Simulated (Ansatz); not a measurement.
The starting structures come from a database of crystals and need not be the phases stable at ambient conditions.

Tunnelling through a barrier is set by its complex band structure: the current falls as exp(−2κd) with the smallest κ.

Consider the following.

```
TiO2
1.0
    4.54535     0.00000     0.00000
    0.00000     5.51962     0.00000
    0.00000     0.00000     4.90920
Ti O
4 8
Direct
  0.50000   0.32701   0.75000
  0.50000   0.67299   0.25000
  0.00000   0.17299   0.25000
  0.00000   0.82701   0.75000
  0.27145   0.38172   0.08135
  0.72855   0.61828   0.91865
  0.22855   0.11828   0.58135
  0.77145   0.88172   0.41865
  0.77145   0.11828   0.91865
  0.22855   0.88172   0.08135
  0.72855   0.38172   0.41865
  0.27145   0.61828   0.58135
```

The cell is taken as given; by r2SCAN it stands under a pressure of -1.2 GPa.

Transport runs along the normal of the first two printed cell vectors.

The gap is the functional's own. No spin-orbit coupling. Mid-gap values are those at the computed energy nearest the middle.

Q: Estimate the band gap and the smallest decay constant κ at mid-gap that r2SCAN (Ansatz, a first-principles code) returns for this system.

A: Gap 2.99 eV on a 8×6×6 mesh; κ = 0.361 1/Å, at the zone centre.
